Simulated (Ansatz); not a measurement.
Input:

End structure of the (10-13) surface of hcp Lu in its 1x1 cell, outermost plane spacing 1.30 Å in the ideal cut:

```
CELL_PARAMETERS angstrom
      3.50679     0.00000     0.00000
     -1.75339    10.62362     0.00000
      0.00000     0.00000    27.00000
ATOMIC_POSITIONS crystal
  Lu 0.10884 0.21768 0.31217
  Lu 0.26242 0.52493 0.35208
  Lu 0.48362 0.96721 0.35739
  Lu 0.64025 0.28055 0.40970
  Lu 0.86853 0.73708 0.42096
  Lu 0.01763 0.03525 0.46364
  Lu 0.24701 0.49400 0.47475
  Lu 0.39492 0.78985 0.52525
  Lu 0.62430 0.24860 0.53636
  Lu 0.77340 0.54678 0.57904
  Lu 0.00167 0.00331 0.59030
  Lu 0.15830 0.31664 0.64261
  Lu 0.37951 0.75892 0.64792
  Lu 0.53308 0.06617 0.68783
```

Model: 14-atom slab, 10.7 Å thick at the start, 11x4x1 mesh, Fermi-Dirac 0.1 eV, dipole correction, single point; on the structure that PBE left under its start's symmetry; no spin, no spin-orbit, no U.

### Question
Give the work function of the top face at the level r2SCAN, at the PBE geometry (Ansatz, a program for electronic structure).

### Answer
3.11 eV

### Question
Predict the surface energy (mean of both faces) from r2SCAN, at the PBE geometry.

### Answer
1.31 J/m^2
